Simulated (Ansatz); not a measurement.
Amorphous Zr20O43Lu2

Preparation: random packing, a CHGNet melt and quench, and a DFT relaxation. O atoms were pushed apart under 1.9 Å during the dynamics, to hinder bonds among them. The hot cell started wider than the set density and was brought back towards it in steps. It is the lowest in DFT energy of 2 quenches. It is a model cell: composition and starting density were chosen by hand, and all elements were melted together. No dispersion term was used. Cycles of charging and discharging annealed it further.

Methods: PBE, scalar-relativistic without spin-orbit coupling (Ansatz, an electronic-structure program); r2SCAN, scalar-relativistic without spin-orbit coupling (Ansatz); HSE06, scalar-relativistic without spin-orbit coupling (Ansatz). Geometry, pressure, stress and energy are those of the PBE run. Its sampling: a 2×2×2 Γ-centred mesh; Fermi-Dirac width 0.02 eV; no spin polarisation. Other functionals are single points at the zone centre (r2SCAN at 500 eV; exact exchange cut at the cell's faces), free to take moments where seeds were set. At PBE the levels at the filled edge of the gap are localised (band-tail or defect states), and the nearest spread-out levels lie 3.8 eV apart at the zone centre.

The number of atoms in the cell is 65 and the density (volume relaxed, without dispersion) is 5.78 g/cm³. The volume per atom is 12.66 Å³, the pressure on a 2×2×2 Γ-centred mesh comes out as 4.6 kbar and the largest force and stress component on that mesh (the relaxation ran on the zone centre alone) comes out as 0.21 eV/Å and 1.1 GPa. The level gap on a 2×2×2 Γ-centred mesh (PBE) comes out as 3.32 eV and the level gap at the zone centre (PBE) is 3.40 eV. The level gap at the zone centre (r2SCAN) is 3.85 eV. The level gap at the zone centre (HSE06) is 4.92 eV.

Cut-offs for bonds: Zr-Zr 3.41 Å, Zr-O 2.60 Å, Zr-Lu 3.76 Å, O-O 1.58 Å, O-Lu 2.78 Å, Lu-Lu 4.11 Å. Two cations that share two anions don't count as bonded, nor two that share one unless they lie closer than Zr-Zr 3.32 Å, Zr-Lu 3.66 Å, Lu-Lu 4.00 Å.

* **Mean coordination of Zr by anions**: 6.25 (4 with 5, 7 with 6, 9 with 7); 1 close contacts or bonds to cations besides
* **Mean coordination of O**: 3.26 (1 with 2, 30 with 3, 12 with 4)
* **Mean coordination of Lu by anions**: 7.50 (1 with 7, 1 with 8); 1 close contacts or bonds to cations besides
* **Mean Zr-O bond**: 2.155 Å (spread 0.117 Å, 125 counted)
* **Mean O-Lu bond**: 2.325 Å (spread 0.084 Å, 15 counted)

Its density started from a set value of 5.65 g/cm³. Cooling (nominally 300 K/ps over its main leg) ran many orders faster than in experiment, which tends to leave more defects and strain. A cell of this size samples the disorder only roughly. Volume and shape were free in the relaxation. Stress components on the final sampling reach 1.1 GPa. On a 2×2×2 Γ-centred mesh force components of up to 0.21 eV/Å stay, since the relaxation ran on the zone centre alone. Cycles of charging lowered its energy after that relaxation.
